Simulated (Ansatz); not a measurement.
Corundum In2O3 (high-pressure phase)

Computed with HSE06 in Ansatz (PAW).

Run with plane-wave cutoff 460 eV, 6×6×6 k mesh, Fermi–Dirac smearing 0.01 eV, scalar-relativistic PAW data made under PBE.

Cell (relaxed with PBEsol):

```xyz
10
Lattice="2.7563 1.5914 4.8455 -2.7563 1.5914 4.8455 0.0000 -3.1827 4.8455" Properties=species:S:1:pos:R:3 pbc="T T T"
In     0.0000     0.0000     9.3407
In     0.0000     0.0000     5.1957
In     0.0000     0.0000    12.4639
In     0.0000     0.0000     2.0725
O     -1.9409    -0.1791     6.0568
O      1.9409     0.1791     8.4796
O      1.1255    -1.5914     6.0568
O     -1.1255     1.5914     8.4796
O      0.8154     1.7704     6.0568
O     -0.8154    -1.7704     8.4796
```

```yaml
band_gap: 2.72 eV
smallest_direct_gap_on_the_k_points_sampled: 2.73 eV
```

Note: cell and atoms aren't relaxed at this level (largest force component 0.07 eV/Å, pressure -1.1 GPa).

Spin–orbit coupling is not included.

Computed values are for the static lattice.

Ansatz is a quantum-chemistry and plane-wave program.
